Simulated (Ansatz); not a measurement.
# TiBr₃ (P-1, No. 2)

Level of theory: r²SCAN in Ansatz (PAW).

Numerical settings: plane-wave cutoff 500 eV, 8×8×6 k mesh (along the axes of the cell as run), Fermi–Dirac smearing 0.05 eV, spin-polarised start, scalar-relativistic PAW data made under PBE.

Cell (relaxed at this level):

```
TiBr3
1.0
    6.50321     0.00073     0.00112
    3.25057     5.78739     0.00050
    3.17192     1.92656     6.42372
Ti Br
2 6
Direct
  0.33780   0.82490   0.99961
  0.66220   0.17510   0.00039
  0.27956   0.42309   0.23187
  0.72044   0.57691   0.76813
  0.56255   0.77905   0.23109
  0.43745   0.22095   0.76891
  0.08073   0.93282   0.76926
  0.91927   0.06718   0.23074
```

band gap: 0.59 eV (on the SCF k mesh)

Note: the magnetic order was assumed, not searched for or taken from measurement; the volume lies 8 % above that of the published cell; the cell has widely spaced layers and the level no dispersion term, so their spacing and the moduli can rest on weak binding.

Spin–orbit coupling is not included.

Static lattice: no zero-point or thermal effects.

Ansatz is a program for electronic structure.
